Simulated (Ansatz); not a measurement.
## BeSe (model structure, from the WC type, P-6m2, No. 187): properties by level of theory

```csv
level (code),lattice constant a (Å),c axis length (Å),enthalpy of formation (eV/atom)
PBE (Ansatz),3.427,(withheld),0.080
PBEsol (Ansatz),(withheld),(withheld),(withheld)
PBE-D3(BJ) (Ansatz),3.361,(withheld),0.080
```

Question: Complete the blanks.

Answer: 
- PBE (Ansatz, an electronic-structure program), c axis length (Å): 3.095
- PBEsol (Ansatz), lattice constant a (Å): 3.379
- PBEsol (Ansatz), c axis length (Å): 3.074
- PBEsol (Ansatz), enthalpy of formation (eV/atom): 0.015
- PBE-D3(BJ) (Ansatz), c axis length (Å): 3.061

Ansatz's density-functional and Hartree–Fock values are scalar-relativistic unless marked +SOC, with PAW data made under PBE.

A model structure was made by putting elements into a prototype or built by hand; it is no filed structure, need not be a known phase, and can be a saddle point held by its symmetry.
